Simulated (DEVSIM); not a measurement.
Device: illuminated GaAs p-on-n cell, one wavelength, at 300 K.

```tsv
layer (left to right)	material	thickness (μm)	Nd (cm⁻³)	Na (cm⁻³)	τn (s)	τp (s)	absorption coefficient (cm⁻¹)
1	GaAs	0.0560	-	5.3e17	1.6e-10	7.1e-10	28000
2	GaAs	3.70	1.6e15	-	9.7e-9	9.7e-9	28000
```

Left contact: ohmic, minority electron recombination velocity 1e7 cm/s. Right contact: ohmic, minority hole recombination velocity 10000 cm/s. Voltage is applied to the left contact. Recombination: SRH at mid-gap, radiative, Auger. Light enters at the left, 4.1e17 photons cm⁻² s⁻¹, one pass, no reflection. Mobility is constant in doping.

This is a model device: material constants are rounded textbook-type values typed into the input, and sizes, dopings and lifetimes were drawn at random. Values at 300 K.

| parameter | GaAs |
|---|---|
| gap (eV) | 1.424 |
| affinity (eV) | 4.07 |
| permittivity | 12.9 |
| Nc (cm⁻³) | 4.7e17 |
| Nv (cm⁻³) | 9e18 |
| μn (cm²/Vs) | 8500 |
| μp (cm²/Vs) | 400 |
| B (cm³/s) | 2e-10 |
| Cn (cm⁶/s) | 1e-30 |
| Cp (cm⁶/s) | 1e-30 |

DEVSIM, 1D drift-diffusion, Boltzmann statistics, complete ionisation; no tunnelling, impact ionisation, image-force lowering or self-heating.

Tabulate band edges, carrier densities and field at 1.05 V on the left contact, in the dark.

Energies count from the Fermi level of the right contact; mesh points crowd at the junctions.

```json
[
 {"x (μm)": "0.000", "Ec (eV)": "0.301", "Ev (eV)": "-1.123", "n (cm⁻³)": "3.2e12", "p (cm⁻³)": "5.3e17", "field (V/cm)": "≈ 0"},
 {"x (μm)": "0.01230", "Ec (eV)": "0.301", "Ev (eV)": "-1.123", "n (cm⁻³)": "3.4e12", "p (cm⁻³)": "5.3e17", "field (V/cm)": "-34"},
 {"x (μm)": "0.02417", "Ec (eV)": "0.301", "Ev (eV)": "-1.123", "n (cm⁻³)": "3.6e12", "p (cm⁻³)": "5.3e17", "field (V/cm)": "-250"},
 {"x (μm)": "0.03682", "Ec (eV)": "0.300", "Ev (eV)": "-1.124", "n (cm⁻³)": "3.9e12", "p (cm⁻³)": "5.1e17", "field (V/cm)": "-2100"},
 {"x (μm)": "0.05355", "Ec (eV)": "0.282", "Ev (eV)": "-1.142", "n (cm⁻³)": "8.2e12", "p (cm⁻³)": "2.6e17", "field (V/cm)": "-28000"},
 {"x (μm)": "0.06663", "Ec (eV)": "0.244", "Ev (eV)": "-1.180", "n (cm⁻³)": "3.6e13", "p (cm⁻³)": "5.9e16", "field (V/cm)": "-21000"},
 {"x (μm)": "0.08612", "Ec (eV)": "0.213", "Ev (eV)": "-1.210", "n (cm⁻³)": "1.2e14", "p (cm⁻³)": "1.8e16", "field (V/cm)": "-12000"},
 {"x (μm)": "0.1354", "Ec (eV)": "0.175", "Ev (eV)": "-1.249", "n (cm⁻³)": "5.2e14", "p (cm⁻³)": "4.1e15", "field (V/cm)": "-5200"},
 {"x (μm)": "0.1999", "Ec (eV)": "0.152", "Ev (eV)": "-1.272", "n (cm⁻³)": "1.3e15", "p (cm⁻³)": "1.7e15", "field (V/cm)": "-2200"},
 {"x (μm)": "0.2937", "Ec (eV)": "0.140", "Ev (eV)": "-1.284", "n (cm⁻³)": "2.0e15", "p (cm⁻³)": "1.0e15", "field (V/cm)": "-660"},
 {"x (μm)": "0.4565", "Ec (eV)": "0.136", "Ev (eV)": "-1.288", "n (cm⁻³)": "2.4e15", "p (cm⁻³)": "8.4e14", "field (V/cm)": "-61"},
 {"x (μm)": "0.8409", "Ec (eV)": "0.136", "Ev (eV)": "-1.288", "n (cm⁻³)": "2.4e15", "p (cm⁻³)": "7.7e14", "field (V/cm)": "17"},
 {"x (μm)": "1.344", "Ec (eV)": "0.137", "Ev (eV)": "-1.287", "n (cm⁻³)": "2.3e15", "p (cm⁻³)": "7.0e14", "field (V/cm)": "16"},
 {"x (μm)": "2.051", "Ec (eV)": "0.138", "Ev (eV)": "-1.286", "n (cm⁻³)": "2.2e15", "p (cm⁻³)": "6.1e14", "field (V/cm)": "14"},
 {"x (μm)": "2.873", "Ec (eV)": "0.139", "Ev (eV)": "-1.285", "n (cm⁻³)": "2.1e15", "p (cm⁻³)": "5.4e14", "field (V/cm)": "12"},
 {"x (μm)": "3.220", "Ec (eV)": "0.140", "Ev (eV)": "-1.284", "n (cm⁻³)": "2.1e15", "p (cm⁻³)": "5.2e14", "field (V/cm)": "12"},
 {"x (μm)": "3.421", "Ec (eV)": "0.140", "Ev (eV)": "-1.284", "n (cm⁻³)": "2.1e15", "p (cm⁻³)": "5.1e14", "field (V/cm)": "26"},
 {"x (μm)": "3.559", "Ec (eV)": "0.141", "Ev (eV)": "-1.284", "n (cm⁻³)": "2.0e15", "p (cm⁻³)": "5.1e14", "field (V/cm)": "90"},
 {"x (μm)": "3.664", "Ec (eV)": "0.142", "Ev (eV)": "-1.282", "n (cm⁻³)": "1.9e15", "p (cm⁻³)": "5.4e14", "field (V/cm)": "290"},
 {"x (μm)": "3.709", "Ec (eV)": "0.144", "Ev (eV)": "-1.280", "n (cm⁻³)": "1.8e15", "p (cm⁻³)": "5.7e14", "field (V/cm)": "470"},
 {"x (μm)": "3.734", "Ec (eV)": "0.145", "Ev (eV)": "-1.279", "n (cm⁻³)": "1.7e15", "p (cm⁻³)": "6.0e14", "field (V/cm)": "630"},
 {"x (μm)": "3.756", "Ec (eV)": "0.147", "Ev (eV)": "-1.277", "n (cm⁻³)": "1.6e15", "p (cm⁻³)": "6.4e14", "field (V/cm)": "800"}
]
```
